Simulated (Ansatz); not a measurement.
MnAlGe under a change: uniaxial stress, 1 GPa compression along z

Take MnAlGe (space group P4/nmm, No. 129; a = 3.850 Å, c = 5.821 Å; ferromagnetic) as the base. Axes: x, y, z lie along a, b, c of the conventional cell.

The change: uniaxial stress, 1 GPa compression along z, with the cell and atoms free to relax against it.

The values are results of PBEsol/PAW in Ansatz (a quantum-chemistry and plane-wave program), scalar-relativistic without spin-orbit coupling, not measurements. Γ-centred 12×12×8 mesh, Fermi–Dirac width 0.05 eV.

The volume per atom shrinks by 0.03 Å³, from 14.38 Å³ to 14.35 Å³ and the space group stays P4/nmm (No. 129). The energy is nearly the same and the band gap remains zero. The magnetic state is still ferromagnetic and the largest site moment is nearly the same (1.73 μB against 1.71 μB). The strain response (xx, yy, zz) amounts to (+0.11, +0.11, −0.43) % (rough).

Other magnetic orders, which the real material may have, were not ruled out. Without a gap, meshes like the base's 12×12×8 leave anisotropic stresses uncertain by several tenths of a GPa, and small strain energies with them. Beyond what the load breaks, stability against distortions was not tested.
